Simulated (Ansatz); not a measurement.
Cost and result by functional for the adsorption energy of H on the (111) surface of germanium (2x2 Ge adatom at T4; a constructed slab, bottom: 4 H on 4 bottom sites), one in a cell of 57 Å², started at the site 'top Ge #2', in Ansatz (plane waves, PAW). Single points on the PBE structure, on one kind of machine; costs are rough ratios of the slab run's core time (references not counted) to the cheapest single point. r2SCAN's cost holds its higher cutoff (500 against 420 eV). Differences are taken against r2SCAN for comparison alone: no measured value is at hand, so the table doesn't rank accuracy.

Slab: 38 atoms, 13.7 Å thick at the start with caps and adatoms under the adsorbate (thin: gaps and levels are the slab's own); k 3x3x1, smearing 0.01 eV, dipole-corrected; 20 atoms held, the rest relaxed; held to the start's symmetry, so lower structures may exist; spin-polarised, ending with about 0.8 μB a cell, a value that depends on the mesh; orders that need a larger cell were not tried, no spin-orbit, no U, no dispersion correction. The slab shows no gap over 0.04 eV on its mesh. At the end it is bonded to Ge. In PBE it is, or lies within 0.03 eV of, the lowest of the starts that converged. These notes are the PBE run's. r2SCAN: The program's check for a lower electronic state was not made. Adsorption energies are against ½ H2(g). A negative adsorption energy means that the adsorbate is more stable on the surface than in its reference.

```
functional                     relative cost  adsorption energy (eV)  less r2SCAN (eV)
-----------------------------  -------------  ----------------------  ----------------
RPBE                                       1                   -0.22              0.28
r2SCAN                                     2                   -0.50              0.00
PBE (the relaxed run's value)              –                   -0.29              0.21
```

The values span 0.28 eV, while the single points' costs differ by a factor of roughly 2. Differences are of unrounded values.

Ansatz is a quantum-chemistry and plane-wave program.
